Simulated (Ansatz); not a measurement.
# Effective masses and thermopower of CuI (P6_3mc)

```
CELL_PARAMETERS angstrom
      4.18683     0.00000     0.00000
     -2.09341     3.62590     0.00000
      0.00000     0.00000     6.89765
ATOMIC_POSITIONS crystal
  Cu 0.66667 0.33333 0.87374
  Cu 0.33333 0.66667 0.37374
  I  0.66667 0.33333 0.50126
  I  0.33333 0.66667 0.00126
```

All values below come from PBEsol with spin-orbit coupling, rigid bands (plane waves, PAW; Ansatz, an electronic-structure program). How the cell was made: cell and atoms relaxed with PBEsol.

The band gap comes out as 1.05 eV and the electron conductivity mass (300 K, dilute) is 0.159 (x), 0.159 (y), 0.138 (z) mₑ. The hole conductivity mass (300 K, dilute) is 0.65 (x), 0.65 (y), 1.15 (z) mₑ, the effective density of states N_c (300 K) is 1.4e18 cm⁻³ and the effective density of states N_v (300 K) is 1.5e19 cm⁻³. The density-of-states mass, electrons is 0.149 mₑ and the density-of-states mass, holes is 0.72 mₑ. The Seebeck coefficient, n-type 1e19 cm⁻³, 300 K is -91 μV/K and the Seebeck coefficient, p-type 1e19 cm⁻³, 300 K is 283 μV/K. The best p-type power factor at 300 K for τ = 10 fs (best axis; densities from 1e16 to 1e21 cm⁻³ tried, whether or not they can be reached) is 6.2 μW/(cm·K²) at 1e20 cm⁻³.

Rigid bands; masses and Seebeck coefficients take one relaxation time τ for all states and one kind of carrier; polarons and phonon drag are left out.

Formula and space group known from diffraction (Crystallography Open Database), not checked to be the room-temperature form: CuI (P6_3mc).
